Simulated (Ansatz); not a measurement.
# TaTe (model structure, Pm-3m, No. 221, 2 atoms in the cell): properties by level of theory

```json
[
 {"level (code)": "PBE (Ansatz)", "equilibrium lattice constant a (Å)": "3.420", "cohesive energy (eV/atom)": "5.07"},
 {"level (code)": "PBEsol (Ansatz)", "equilibrium lattice constant a (Å)": "3.378", "cohesive energy (eV/atom)": "5.79"},
 {"level (code)": "r²SCAN (Ansatz)", "equilibrium lattice constant a (Å)": "3.406", "cohesive energy (eV/atom)": "4.89"},
 {"level (code)": "r²SCAN+rVV10 (Ansatz)", "equilibrium lattice constant a (Å)": "3.394", "cohesive energy (eV/atom)": "5.25"}
]
```

Ansatz's density-functional and Hartree–Fock values are scalar-relativistic unless marked +SOC, with PAW data made under PBE.

Free atoms are spin-polarised, in the lowest state found; at levels without +SOC their spin–orbit coupling is left out.

Computed values are for the static lattice.

A model structure was made by putting elements into a prototype or built by hand; it is no filed structure, need not be a known phase, and can be a saddle point held by its symmetry.

Ansatz is a quantum-chemistry and plane-wave program.
